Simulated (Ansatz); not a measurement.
Input and output of a self-consistent single point for K2CuCl2F2 (I4/mmm, 7 atoms in the cell) (Ansatz, a program for electronic structure).

Method of the run: PBEsol, PAW files made with PBE (plane waves; Ansatz).

```
K2Cu(ClF)2
1.0
   -2.51988     2.51988     6.36761
    2.51988    -2.51988     6.36761
    2.51988     2.51988    -6.36761
K Cu Cl F
2 1 2 2
Cartesian
  0.00000   0.00000   8.29241
  0.00000   0.00000   4.44281
  0.00000   0.00000   0.00000
  0.00000   2.51988   0.00000
  2.51988   0.00000   0.00000
  0.00000   0.00000  10.81564
  0.00000   0.00000   1.91958
```
Moments meant for the start (each program seeds them in its own way; μB, in the order of the atoms K K Cu Cl Cl F F): 0.0 0.0 1.0 0.0 0.0 0.0 0.0.

Reference input (self-consistent single point, DFT, PBEsol, plane waves, PAW files made with PBE): kpoints.mp_grid.grid = 6 6 6; kpoints.mp_grid.shift = 0.5 0.5 0.5; hamiltonian.xc = pbesol; hamiltonian.pseudopotentials = {kind: paw} (the program's default PAW files); magnetization.spin_polarized = true; scf.occupations.method = methfessel_paxton; scf.occupations.width = 0.272 eV. This run's input differs from it in these lines:

```diff
@@ -27,3 +27,3 @@
     method: methfessel_paxton
-    width: 0.272
+    width: 0.05
 output:
```

The program printed (abridged):

```
SCF iter   1: F=—  HF=-13360.762065 eV  |F-HF|=—  |Δ(HF+E_count)|=         —  Δρ=1.28e-1 (↑8.99e-2 ↓1.28e-1)  dr2=6.34e1  dr2_m=2.26e0  M=0.206 μB ∫|m|=0.233 μB  β_m=0.30  ethr=3.10e-3  ⟨swp⟩=10.3  Hψ=11302  notcnv=0  defer=1
all-band conjugate gradients solve this SCF's bands
preconditioner: auto → Kerker (q_TF=auto, 2.344 Å⁻¹)
spin=Collinear: Kerker preconditioning applied to the charge; magnetization (m = ρ↑ − ρ↓) channel mixes plain (no charge-response kernel on spin).
   [... lines left out ...]
SCF iter  15: F=—  HF=-13349.876435 eV  |F-HF|=—  |Δ(HF+E_count)|=   1.42e-6  S|Δr|=    0.00e0  Δρ=1.31e-5 (↑7.88e-6 ↓1.31e-5)  dr2=7.00e-7  dr2_m=2.90e-8  M=0.998 μB ∫|m|=1.045 μB  β_m=0.93  ethr=4.77e-9  ⟨swp⟩=2.0  Hψ=3557  notcnv=0  defer=147
SCF iter  16: F=-13349.876436 eV  HF=-13349.876436 eV  |F-HF|=2.22e-7  |Δ(HF+E_count)|=   5.81e-7  S|Δr|=    0.00e0  Δρ=3.35e-6 (↑3.00e-6 ↓3.35e-6)  dr2=7.73e-8  dr2_m=1.13e-9  M=0.998 μB ∫|m|=1.045 μB  ethr=1.54e-10  ⟨swp⟩=14.4  Hψ=13533  notcnv=0
SCF 1 converged in 16 iterations: F = -13349.876436 eV  dr2 = 7.73e-8
the last iteration of the SCF fills more bands at one k-point than at another: 33 at every k-point of σ=↑ …
Stability not checked (fill_not_monotonic)
Magnetization: 0.9982 μB (32.9991 up, 32.0009 down)
Absolute magnetization: 1.0433 μB (∫|ρ↑−ρ↓|, with the PAW one-centre terms)
Spin contamination: 0.0017 ħ² per cell (⟨S²⟩ above its minimum at these occupations)
   [... lines left out ...]
Free energy (F): -13349.876436 eV
Fermi energy:    3.055799 eV
   [... lines left out ...]
  atom   7  F      0.00000000    -0.00000000    -0.23297322
--- Stress (GPa, compression-positive) ---
       -1.749498      -0.000000       0.000000
       -0.000000      -1.749498      -0.000000
        0.000000      -0.000000      -2.312700
  P = ⅓ Tr σ = -1.9372 GPa (-19.372 kbar)
  The stress holds the Pulay correction. Without it, at fixed plane waves, as pw.x and ABINIT print it: P = -2.0445 GPa
```

The run converged in 16 iterations. Against the reference run the free energy hardly moves (within 1 meV/atom), the pressure stays at -1.94 GPa, the largest force goes from 0.260 to 0.233 eV/Å and the size of the net moment stays at 0.14 μB/atom.

The starting cell comes from a database of computed structures (which also holds hypothetical and non-ambient phases and stackings), without a prior relaxation at this level. With one magnetic atom in the cell only a parallel order is possible. Ansatz's pressure includes its estimate of the finite-basis (Pulay) stress.

Keys are those of Ansatz 0.2.
